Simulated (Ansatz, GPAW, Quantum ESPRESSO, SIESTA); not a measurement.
# Code comparison for Na2Cl (P1, 6 atoms in the cell)

Self-consistent single point, at a second geometry (atoms moved at random). First geometry:

```
CELL_PARAMETERS angstrom
      3.56747     0.00000     0.00000
      0.00000     3.56747     0.00000
      0.00000     0.00000    12.63287
ATOMIC_POSITIONS crystal
  Na 0.00000 0.00000 0.22690
  Na 0.00000 0.00000 0.77310
  Na 0.00000 0.00000 0.50000
  Na 0.50000 0.50000 0.00000
  Cl 0.50000 0.50000 0.35918
  Cl 0.50000 0.50000 0.64082
```

Second geometry:
```xyz
6
Lattice="3.5675 0.0000 0.0000 0.0000 3.5675 0.0000 0.0000 0.0000 12.6329" Properties=species:S:1:pos:R:3 pbc="T T T"
Na    -0.0041     0.0221     2.7748
Na    -0.0183    -0.0070     9.7702
Na     0.0354    -0.0007     6.3607
Na     1.8235     1.7371     0.0036
Cl     1.7468     1.7951     4.5464
Cl     1.7679     1.8047     8.1264
```

Shared settings, as Ansatz (a first-principles code) writes them: kpoints.mp_grid.grid = 8 8 2; scf.occupations.method = fermi_dirac; scf.occupations.width = 0.01 Ry. Potentials and cutoffs stand in the table.

| code | model | ΔF from the first geometry (meV/atom) | pressure (GPa) | largest force (eV/Å) | cutoff |
|---|---|---|---|---|---|
| Ansatz | LDA (PW92), PAW files made with PBE | 5.4 | -2.05 | 0.372 | 30.9 Ry |
| Quantum ESPRESSO | LDA (PZ), GBRV 1.5 ultrasoft (LDA) pseudopotentials | 5.3 | -2.02 | 0.367 | 40 Ry |
| SIESTA | LDA PW92, numerical atomic orbitals DZP, PseudoDojo LDA standard norm-conserving potentials (rewritten from UPF to PSML) | 5.9 | -2.63 | 0.396 | grid 350 Ry |
| GPAW | LDA (Perdew-Wang 92), GPAW PAW datasets LDA (gpaw-data 1.0.1) | 5.3 | -2.02 | 0.368 | 800 eV |

Size of the force on each atom (eV/Å): Sizes of forces hide their directions.

```
code                Na1    Na2    Na3    Na4    Cl5    Cl6
----------------  -----  -----  -----  -----  -----  -----
Ansatz            0.372  0.182  0.156  0.036  0.031  0.035
Quantum ESPRESSO  0.367  0.175  0.156  0.036  0.032  0.037
SIESTA            0.396  0.187  0.170  0.054  0.104  0.101
GPAW              0.368  0.177  0.156  0.036  0.032  0.037
```

No clean gap comes from Ansatz, Quantum ESPRESSO, SIESTA and GPAW: levels at the Fermi energy touch, overlap or are partly filled at this smearing.

The spread over the programs that give each value: ΔF from the first geometry within 0.6 meV/atom; pressure within 0.61 GPa; largest force within 0.029 eV/Å.

SIESTA uses small atom-centred bases, whose incompleteness enters pressures, forces and empty levels differently from a plane-wave cutoff. Ansatz's pressure is given at a fixed set of plane waves, as the other plane-wave codes print theirs. The same LDA comes in different parametrisations, which differ slightly.

The starting cell comes from a database of computed structures (which also holds hypothetical and non-ambient phases and stackings), without a prior relaxation at this level. Its lattice was rescaled by a random factor within 2.5 % of one. For this run, on top of that: atoms moved at random.

Left out of this page: CP2K (unsound by tests on forces, stress, charge or solver warnings).

Keys are those of Ansatz 0.2.
